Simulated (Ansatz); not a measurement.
Mn_Ca in rock-salt CaO: one set of geometries, relaxed with PBE, evaluated in Ansatz (PAW, plane waves to 420 eV, 500 eV under r2SCAN) with PBE, r2SCAN.

Cell and caveats: 64-site cell; 2×2×2 shifted k-points; start: the Ca site; charged states image-corrected; no Hubbard U; finite-size errors of tenths of an eV.

| quantity | PBE | r2SCAN |
|---|---|---|
| host gap (eV) | 3.66 | ___ |
| ε(+1/0) above the VBM (eV) | 1.43 | ___ |
| largest moment on one atom at charge +1 (μB) | 3.31 | ___ |
| neutral formation energy against fcc Ca, fcc-type Mn, layered antiferromagnet (eV) | 3.62 | ___ |
| largest moment on one atom at charge 0 (μB) | 4.25 | ___ |

Given the lower rungs, what does r2SCAN give?


- host gap (eV), r2SCAN: 4.20
- ε(+1/0) above the VBM (eV), r2SCAN: 1.40
- largest moment on one atom at charge +1 (μB), r2SCAN: 3.45
- neutral formation energy against fcc Ca, fcc-type Mn, layered antiferromagnet (eV), r2SCAN: 3.09
- largest moment on one atom at charge 0 (μB), r2SCAN: 4.35

Ansatz is a quantum-chemistry and plane-wave program.
